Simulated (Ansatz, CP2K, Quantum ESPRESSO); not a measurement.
# Code comparison for LaAlH6 (R-3m, 8 atoms in the cell)

Self-consistent single point.

```yaml
crystal:
  lattice:
    - [3.27429, 1.89041, 2.10762]
    - [-3.27429, 1.89041, 2.10762]
    - [0.00000, -3.78082, 2.10762]
  atoms:
    - { symbol: La, position: [0.50000, 0.50000, 0.50000] }
    - { symbol: Al, position: [0.00000, 0.00000, 0.00000] }
    - { symbol: H, position: [0.93995, 0.29183, 0.29183] }
    - { symbol: H, position: [0.06005, 0.70817, 0.70817] }
    - { symbol: H, position: [0.29183, 0.93995, 0.29183] }
    - { symbol: H, position: [0.70817, 0.06005, 0.70817] }
    - { symbol: H, position: [0.29183, 0.29183, 0.93995] }
    - { symbol: H, position: [0.70817, 0.70817, 0.06005] }
```

Shared settings, as Ansatz (an electronic-structure program) writes them: kpoints.mp_grid.grid = 6 6 6; scf.occupations.method = fixed. Potentials and cutoffs stand in the table.

```json
[
 {"code": "CP2K", "model": "LDA (Pade form), GPW, DZVP-MOLOPT-SR-GTH basis, GTH-PADE potentials (GTH_POTENTIALS)", "pressure (GPa)": "-5.03", "largest force (eV/Å)": "0.099", "gap on the mesh (eV)": "1.935", "cutoff": "grid 500 Ry"},
 {"code": "Quantum ESPRESSO", "model": "LDA (PZ), GBRV 1.5 ultrasoft (LDA) pseudopotentials", "pressure (GPa)": "-3.79", "largest force (eV/Å)": "0.182", "gap on the mesh (eV)": "2.158", "cutoff": "40 Ry"},
 {"code": "Ansatz", "model": "LDA (PW92), PAW files made with PBE", "pressure (GPa)": "-4.01", "largest force (eV/Å)": "0.177", "gap on the mesh (eV)": "2.205", "cutoff": "default"}
]
```

Gaps are read on the mesh.

The spread over the programs that give each value: pressure within 1.24 GPa; largest force within 0.083 eV/Å; gap on the mesh within 0.270 eV.

CP2K uses small atom-centred bases, whose incompleteness enters pressures, forces and empty levels differently from a plane-wave cutoff. Ansatz's pressure is given at a fixed set of plane waves, as the other plane-wave codes print theirs; with its correction for the finite basis it is -3.90 GPa. The same LDA comes in different parametrisations, which differ slightly. In the pressure, CP2K (by 1.13) lies more than 1 GPa from the median of the plane-wave programs. In the gap, CP2K (by 0.246) lies more than 0.12 eV from the median of the plane-wave programs. In the force vectors, CP2K (by 0.088) lies more than 0.08 eV/Å from the median of the plane-wave programs.

The starting cell comes from a database of computed structures (which also holds hypothetical and non-ambient phases and stackings), without a prior relaxation at this level. Its lattice was rescaled by a random factor within 2.5 % of one.

Keys are those of Ansatz 0.2.
